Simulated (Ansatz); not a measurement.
The starting structures come from a database of crystals and need not be the phases stable at ambient conditions.

 Where the default PAW files enter, the runs use the earlier of Ansatz's two default sets.

Inside the gap of an insulator the Bloch states are evanescent, with a wavenumber k + iκ along the transport direction.

```
BaTe
1.0
    5.01327     0.00000     0.00000
   -2.50664     4.34162     0.00000
    2.50664     1.44721     4.09332
Ba Te
1 1
Direct
  0.00000   0.00000   0.00000
  0.00000   0.50000   0.50000
```

Space group of this cell: Fm-3m, rock salt. The cell is taken as given.

Transport runs along the normal of the first two printed cell vectors, the (111) plane of the conventional cell.

No gap correction and no spin-orbit coupling; mid-gap values are interpolated between computed energies.

**Question.** Give the band gap and the smallest decay constant κ at mid-gap that r2SCAN (Ansatz, a first-principles code) yields.

**Answer.** Gap 2.02 eV on a 8×8×8 mesh; κ = 0.209 1/Å, at the zone centre.
